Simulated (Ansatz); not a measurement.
# SrGeO3: pressure series

The reference is SrGeO3 (space group P-62m, No. 189; a = 6.905 Å, c = 5.720 Å; a cell from a computed database, its experimental status unchecked).

Cell and atoms are relaxed at each pressure.

Calculations: Kohn–Sham DFT with the PBEsol functional, run in Ansatz (a program for electronic structure) with PAW and 420 eV plane waves, spin-orbit coupling left out.

Two rows of this table had their results exchanged by mistake.

```csv
pressure,volume per atom (Å³),shortest distance (Å),band gap
pressure −2 GPa,16.38,1.731,2.98 eV
pressure −1 GPa,16.04,1.729,3.00 eV
pressure 0.3 GPa,15.66,1.727,3.01 eV
pressure 0.7 GPa,15.55,1.726,3.02 eV
pressure 1.5 GPa,15.34,1.725,3.02 eV
pressure 3 GPa,14.09,1.715,3.00 eV
pressure 5 GPa,14.55,1.719,3.02 eV
pressure 7.5 GPa,14.98,1.722,3.02 eV
pressure 10 GPa,13.69,1.712,2.97 eV
```

**Question.** Which two?

**Answer.** The rows for pressure 3 GPa and pressure 7.5 GPa: the volume has to fall steadily with pressure, so 14.98 Å³ belongs to pressure 3 GPa and 14.09 Å³ to pressure 7.5 GPa.

Load acts through the strain it causes; cell and atoms are relaxed under it. Stability against distortions was not tested. No other phases were tried under pressure.
